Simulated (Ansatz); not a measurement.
Take GaAs in the zinc blende structure (space group F-43m, No. 216; a = 5.603 Å) as the base.

Calculations: LDA/PAW in Ansatz (a program for electronic structure), without spin-orbit coupling.

For the base:

The valley order is Γ 0.49 eV; L along ⟨111⟩ 0.92 eV; a point along ⟨100⟩, about 1.0 Å⁻¹ from Γ 1.26 eV and the pressure is 0.01 GPa.

One thing is altered: every lattice vector is stretched by 1.00 %; the atoms relax in the strained cell.

Problem. Estimate the effect on the valley order, pressure, mean gap deformation potential ΔEg/Δln V and energy relative to the base.

Solution. The valley order (the lowest conduction-band minima on the path, energy above the VBM, named in the base's zone) changes from Γ 0.49 eV; L along ⟨111⟩ 0.92 eV; a point along ⟨100⟩, about 1.0 Å⁻¹ from Γ 1.26 eV to Γ 0.26 eV; L along ⟨111⟩ 0.84 eV; a point along ⟨100⟩, about 1.0 Å⁻¹ from Γ 1.31 eV; the pressure drops by 2.07 GPa (0.01 GPa → -2.06 GPa); the mean gap deformation potential ΔEg/Δln V amounts to -7.5 eV; the energy goes up by 4.4 meV/atom.

No phonon test of stability was made. A zero or small gap of GaAs under isotropic strain +1.00 % can be the functional's error rather than a property of the material.
